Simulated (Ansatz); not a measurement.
The reference is Ni in the simple cubic structure (space group Pm-3m, No. 221; ferromagnetic; a hypothetical phase, not in the database extracts checked).

```yaml
crystal:
  lattice:
    - [2.32983, 0.00000, 0.00000]
    - [0.00000, 2.32983, 0.00000]
    - [0.00000, 0.00000, 2.32983]
  atoms:
    - { symbol: Ni, position: [0.00000, 0.00000, 0.00000] }
```

Calculations: PBE/PAW in Ansatz (a program for electronic structure), spin-orbit coupling left out.

Before the change:

| Property | Result |
|---|---|
| Band gap | zero |
| Volume per atom | 12.65 Å³ |
| Magnetic state | ferromagnetic |

It is then changed as follows: cell and atoms relaxed at a pressure of 1.5 GPa.

What does the calculation give for the band gap after the change?

The band gap stays zero.

Estimate the effect on the volume per atom.

The volume per atom falls by 0.14 Å³ to 12.51 Å³.

What happens to the magnetic state?

The magnetic state is still ferromagnetic.

The magnetic state is the one reached from the starting moments; the real material's order can differ, and small cells can't hold many antiferromagnetic ones. Load acts through the strain it causes; cell and atoms are relaxed under it. Whether these cells are dynamically stable was not tested.
